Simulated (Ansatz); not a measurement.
Total g(r) from a molecular-dynamics run [in the run: 2×2×2 k-points, which a denser mesh shifts by 0.0 GPa in pressure and 0.01 eV/Å in forces]. Calculation: PBE (plane waves, PAW; Ansatz, a program for electronic structure).

```
r (Å) | g(r)
     1.02 |  0.00
     1.14 |  0.00
     1.26 |  0.00
     1.38 |  0.00
     1.50 |  0.00
     1.62 |  0.00
     1.74 |  0.00
     1.86 |  0.00
     1.98 |  0.00
     2.10 |  0.02
     2.22 | #### 0.28
     2.34 | ############ 0.93
     2.46 | ######################## 1.81
     2.58 | ############################## 2.25
     2.70 | ############################## 2.26
     2.82 | ######################### 1.90
     2.94 | ###################### 1.65
     3.06 | ################# 1.30
     3.18 | ############### 1.11
     3.30 | ############ 0.90
     3.42 | ########### 0.80
     3.54 | ########## 0.72
     3.66 | ######### 0.67
     3.78 | ######### 0.65
     3.90 | ######### 0.66
     4.02 | ######### 0.69
     4.14 | ######### 0.69
     4.26 | ########### 0.81
     4.38 | ############ 0.89
     4.50 | ############# 0.99
     4.62 | ############## 1.08
```

**Question.** Which system gave this curve?
A. BeS (zinc blende), crystal, 317 K
B. TiSi, liquid, 2143 K (no melting point cited, so perhaps supercooled)
C. Si (diamond structure), crystal, 571 K
D. LiF (rock salt), crystal, 294 K

**Answer.** B, TiSi, liquid, 2143 K (no melting point cited, so perhaps supercooled)
